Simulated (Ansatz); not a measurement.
The starting structures come from a database of crystals and need not be the phases stable at ambient conditions.

Consider the following.

```yaml
crystal:
  lattice:
    - [4.58517, 0.00000, 0.00000]
    - [0.00000, 9.21516, 0.00000]
    - [0.00000, 0.00000, 7.76933]
  atoms:
    - { symbol: Pb, position: [0.75000, 0.60324, 0.25102] }
    - { symbol: Pb, position: [0.25000, 0.39676, 0.74898] }
    - { symbol: Pb, position: [0.25000, 0.10324, 0.24898] }
    - { symbol: Pb, position: [0.75000, 0.89676, 0.75102] }
    - { symbol: Br, position: [0.25000, 0.66800, 0.97330] }
    - { symbol: Br, position: [0.75000, 0.33200, 0.02670] }
    - { symbol: Br, position: [0.75000, 0.16800, 0.52670] }
    - { symbol: Br, position: [0.25000, 0.83200, 0.47330] }
    - { symbol: Cl, position: [0.25000, 0.07000, 0.85826] }
    - { symbol: Cl, position: [0.75000, 0.93000, 0.14174] }
    - { symbol: Cl, position: [0.75000, 0.57000, 0.64174] }
    - { symbol: Cl, position: [0.25000, 0.43000, 0.35826] }
```

Space group of this cell: Pnma. The cell was relaxed by PBE-D3(BJ); by PBEsol its mean pressure is -1.1 GPa.

Transport runs along the normal of the first two printed cell vectors.

The gap is the functional's own, uncorrected, and κ follows it; spin-orbit coupling is left out. Mid-gap values are interpolated between the computed energies.

Task: Predict the band gap and the smallest decay constant κ at mid-gap from PBEsol (Ansatz, a program for electronic structure).

Result: Gap 3.40 eV on a 8×4×4 mesh; κ = 0.273 1/Å, at (0.250, 0.000) of the in-plane reciprocal vectors. At the zone centre, at the nearest computed energy, the slowest state has κ = 0.35 1/Å.
